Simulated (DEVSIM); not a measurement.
Structure: InP/In0.53Ga0.47As n-p heterojunction, at 250 K.

```
layer (left to right)        material  thickness (μm)  Nd (cm⁻³)  Na (cm⁻³)  τn (s)  τp (s)
---------------------  --------------  --------------  ---------  ---------  ------  ------
1                                 InP           0.810     2.1e16          -  3.1e-9  3.1e-9
2                      In0.53Ga0.47As           0.160          -     5.7e17  3.1e-9  3.1e-9
```

Left contact: ohmic. Right contact: ohmic. Voltage is applied to the left contact. Recombination: SRH at mid-gap. Mobility is μmin + (μ − μmin)/(1 + (N/Nref)^α).

The device is made up for the run: typed textbook-type constants, with dimensions and the other settings drawn at random. Values at 300 K; Nc and Nv go as T^1.5, mobilities as T to minus their exponent, the gap by Varshni's rule with the affinity fixed.

| parameter | InP | In0.53Ga0.47As |
|---|---|---|
| gap (eV) | 1.344 | 0.74 |
| affinity (eV) | 4.38 | 4.51 |
| permittivity | 12.5 | 13.9 |
| Nc (cm⁻³) | 5.7e17 | 2.1e17 |
| Nv (cm⁻³) | 1.1e19 | 7.7e18 |
| μn (cm²/Vs) | 5200 | 12000 |
| μp (cm²/Vs) | 170 | 300 |
| μn,min | 400 | 300 |
| μp,min | 10 | 10 |
| Nref,n | 3e17 | 1.3e17 |
| Nref,p | 4.9e17 | 4.9e17 |
| αn | 0.47 | 0.48 |
| αp | 0.62 | 0.4 |
| T exponent of μn | 2 | 1.6 |
| T exponent of μp | 2 | 1.6 |
| Varshni α (eV/K) | 0.000363 | 0.00035 |
| Varshni β (K) | 162 | 190 |

Model (solved in DEVSIM): 1D drift-diffusion, Boltzmann statistics, complete ionisation; no tunnelling, impact ionisation, image-force lowering or self-heating. Band offsets follow the typed affinities; no thermionic-emission limit at abrupt steps, no polarisation charge.

### Question
Tabulate band edges, carrier densities and field at zero bias.

### Answer
Energies count from the Fermi level of the right contact; mesh points crowd at the junctions.

```
x (μm)    Ec (eV)  Ev (eV)  n (cm⁻³)  p (cm⁻³)  field (V/cm)
--------  -------  -------  --------  --------  ------------
0.000       0.065   -1.294    2.1e16     < 1e2           ≈ 0
0.004405    0.065   -1.294    2.1e16     < 1e2           ≈ 0
0.01280     0.065   -1.294    2.1e16     < 1e2           ≈ 0
0.02882     0.065   -1.294    2.1e16     < 1e2           ≈ 0
0.07369     0.065   -1.294    2.1e16     < 1e2           ≈ 0
0.1449      0.065   -1.294    2.1e16     < 1e2           ≈ 0
0.2806      0.065   -1.294    2.1e16     < 1e2           ≈ 0
0.5722      0.071   -1.288    1.6e16     < 1e2          2200
0.6876      0.219   -1.141    1.7e13     < 1e2         28000
0.7481      0.446   -0.914     4.5e8     < 1e2         47000
0.7798      0.609   -0.750    230000      6300         56000
0.7998      0.728   -0.631       910   1600000         62000
0.8070      0.774   -0.586       110     1.3e7         65000
0.8108      0.668   -0.087      5500    1.0e17         53000
0.8182      0.693   -0.061      1700    3.4e17         19000
0.8295      0.703   -0.052      1100    5.3e17          2800
0.8504      0.704   -0.050      1000    5.7e17            60
0.8889      0.704   -0.050      1000    5.7e17           ≈ 0
0.9371      0.704   -0.050      1000    5.7e17           ≈ 0
0.9545      0.704   -0.050      1000    5.7e17           ≈ 0
0.9639      0.704   -0.050      1000    5.7e17           ≈ 0
0.9700      0.704   -0.050      1000    5.7e17           ≈ 0
```
